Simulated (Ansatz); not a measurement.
Consider PbTe in the rock salt structure (space group Fm-3m, No. 225).

```cif
data_PbTe
_chemical_formula_sum 'Te1 Pb1'
_space_group_name_H-M_alt 'P 1'
_space_group_IT_number 1
_cell_length_a 4.62045
_cell_length_b 4.62045
_cell_length_c 4.62045
_cell_angle_alpha 60.000
_cell_angle_beta 60.000
_cell_angle_gamma 60.000
loop_
_space_group_symop_operation_xyz
  'x, y, z'
loop_
_atom_site_label
_atom_site_type_symbol
_atom_site_fract_x
_atom_site_fract_y
_atom_site_fract_z
_atom_site_occupancy
Te1 Te 0.50000 0.50000 0.50000 1
Pb1 Pb 0.00000 0.00000 0.00000 1
```

Level of theory: r2SCAN (Ansatz, a first-principles code, PAW, no spin-orbit coupling).

For the base:

| Property | Result |
|---|---|
| Valley order | L along ⟨111⟩ 1.09 eV; a point along ⟨110⟩, about 0.5 Å⁻¹ from Γ 1.61 eV; a point along ⟨100⟩, about 0.3 Å⁻¹ from Γ 2.01 eV |
| Electron mass | 0.34 mₑ along k, 0.12 mₑ across (at L) |

Modification: every lattice vector is stretched by 0.50 %, atoms relaxed at fixed cell.

What happens to the valley order and electron mass?

The valley order (the lowest conduction-band minima on the path, energy above the VBM, named in the base's zone) changes from L along ⟨111⟩ 1.09 eV; a point along ⟨110⟩, about 0.5 Å⁻¹ from Γ 1.61 eV; a point along ⟨100⟩, about 0.3 Å⁻¹ from Γ 2.01 eV to L along ⟨111⟩ 1.12 eV; a point along ⟨110⟩, about 0.5 Å⁻¹ from Γ 1.63 eV; a point along ⟨100⟩, about 0.3 Å⁻¹ from Γ 2.03 eV; the electron mass becomes 0.35 mₑ along k, 0.12 mₑ across (at L) (base: 0.34 mₑ along k, 0.12 mₑ across (at L)).

With Pb and Te present, leaving out spin-orbit coupling can change the band edges. The levels and masses belong to the bands next to the band gap. The cells carry an imposed strain or load. Masses are band curvatures over ±0.01 Å⁻¹ around the edge. Along k means along the line from Γ to the band edge. Stability against distortions was not tested.
